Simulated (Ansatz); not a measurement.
# Response to strain in LiF

Base system: LiF in the rock salt structure (space group Fm-3m, No. 225; a = 3.990 Å). Axes: x, y, z lie along the cube axes.

Strains are applied to the cell and any free atomic positions relax; under biaxial strain the out-of-plane vector relaxes too; under stress the whole cell relaxes.

Computed with plane-wave PAW DFT at the r2SCAN level (Ansatz, a first-principles code, 500 eV), scalar-relativistic without spin-orbit coupling.

```csv
change,band gap,shortest interatomic distance,space group
base,10.33 eV,1.995 Å,Fm-3m (No. 225)
"biaxial strain +0.40 %, plane normal [001], relaxed out of plane",10.27 eV,1.990 Å,I4/mmm (No. 139)
"biaxial strain +1.23 %, plane normal [001], relaxed out of plane",10.15 eV,1.979 Å,I4/mmm (No. 139)
"biaxial strain +2.21 %, plane normal [001], relaxed out of plane",10.01 eV,1.967 Å,I4/mmm (No. 139)
"biaxial strain −2.81 %, plane normal [110], relaxed out of plane",10.60 eV,1.939 Å,Immm (No. 71)
isotropic strain +1.34 %,9.95 eV,2.022 Å,Fm-3m (No. 225)
uniaxial strain ε_xx = +2.14 %,___,1.995 Å,I4/mmm (No. 139)
"uniaxial stress, 0.5 GPa compression along x",10.34 eV,1.987 Å,I4/mmm (No. 139)
"uniaxial stress, 3 GPa tension along x",10.12 eV,1.981 Å,I4/mmm (No. 139)
"uniaxial stress, 2 GPa compression along x",10.38 eV,1.963 Å,I4/mmm (No. 139)
```

Task: What belongs in the blanks?

Result: 
- uniaxial strain ε_xx = +2.14 %, band gap: 10.09 eV

Beyond what the load breaks, stability against distortions was not tested.
